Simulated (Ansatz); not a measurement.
Results of PBEsol (Ansatz, an electronic-structure program, plane waves, PAW) for Sn2TiO4 (P4₂/mbc, No. 135; cell taken from a computed entry).

Run with plane-wave cutoff 520 eV, 4×4×6 k mesh (along the axes of the cell as run), Fermi–Dirac smearing 0.01 eV, no spin polarisation, scalar-relativistic PAW data made under PBE.

Cell (relaxed with PBEsol):

Space group P4₂/mbc (No. 135); a = 8.4762 Å, b = 8.4762 Å, c = 5.9099 Å, α = 90.00°, β = 90.00°, γ = 90.00°

```json
[
 {"atom": "Ti", "site": "4d", "symmetry": "2.22", "x": "0.0000", "y": "0.5000", "z": "0.2500"},
 {"atom": "Sn", "site": "8h", "symmetry": "m..", "x": "0.1612", "y": "0.1463", "z": "0.0000"},
 {"atom": "O", "site": "8h", "symmetry": "m..", "x": "0.1209", "y": "0.4030", "z": "0.0000"},
 {"atom": "O", "site": "8g", "symmetry": "..2", "x": "0.3364", "y": "0.1636", "z": "0.2500"}
]
```

Problem. Estimate the band gap, smallest direct gap on the k points sampled and direct gap at Γ that the calculation returns.

Solution. 
- band gap = 1.04 eV
- smallest direct gap on the k points sampled = 1.12 eV
- direct gap at Γ = 1.12 eV

Spin–orbit coupling is not included.
